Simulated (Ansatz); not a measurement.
The reference is ZnSe in the zinc blende structure (space group F-43m, No. 216).

```yaml
crystal:
  lattice:
    - [0.00000, 2.83273, 2.83273]
    - [2.83273, 0.00000, 2.83273]
    - [2.83273, 2.83273, 0.00000]
  atoms:
    - { symbol: Se, position: [0.75000, 0.75000, 0.75000] }
    - { symbol: Zn, position: [0.00000, 0.00000, 0.00000] }
```

Cartesian axes are those of the cell as printed.

Method: r2SCAN/PAW in Ansatz (a first-principles code), without spin-orbit coupling.

Strains are applied to the cell and any free atomic positions relax; under biaxial strain the out-of-plane vector relaxes too.

One change was made to it. Results:

| quantity | base | after |
|---|---|---|
| band gap | 1.87 eV | 1.93 eV |
| pressure | 0.0 kbar | 9.9 kbar |

Problem. Name the change that was made.
(A) tensor shear ε_yz = +2.84 %
(B) biaxial strain −1.58 %, plane normal [001], relaxed out of plane
(C) isotropic strain −0.49 %
(D) isotropic strain +0.87 %

Solution. C, isotropic strain −0.49 %. For comparison, the band gap in the other runs: tensor shear ε_yz = +2.84 % gives 1.65 eV; biaxial strain −1.58 %, plane normal [001], relaxed out of plane gives 1.88 eV; isotropic strain +0.87 % gives 1.76 eV.

No phonon test of stability was made.
